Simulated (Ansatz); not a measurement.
## A computed series for SiC: pressure series

Start from SiC in the wurtzite structure (space group P6_3mc, No. 186; a = 3.0919 Å, c = 5.0742 Å).

Cell and atoms are relaxed at each pressure.

The values are results of Ansatz (a quantum-chemistry and plane-wave program), PBE, PAW, cutoff 420 eV, no spin-orbit coupling, earlier PAW set, not measurements.

```tsv
pressure (GPa)	volume per atom (Å³/atom)
-2	10.603
-1	10.552
0	10.503
7	10.184
15	?
30	9.383
50	8.871
75	8.370
100	7.969
```

Question: Fit the third-order Birch–Murnaghan form P(V) = (3B₀/2)[(V₀/V)^(7/3) − (V₀/V)^(5/3)]·[1 + (3/4)(B₀′ − 4)((V₀/V)^(2/3) − 1)] (squares taken in P) to the rows shown and predict the withheld row.

Answer: Least squares on the printed values gives V₀ = 10.502 Å³/atom, B₀ = 215 GPa, B₀′ = 3.8; this predicts 9.871 Å³/atom, and the run gives 9.870 Å³/atom, in agreement.

Load acts through the strain it causes; cell and atoms are relaxed under it. Whether these cells are dynamically stable was not tested. Competing high-pressure phases were not computed.
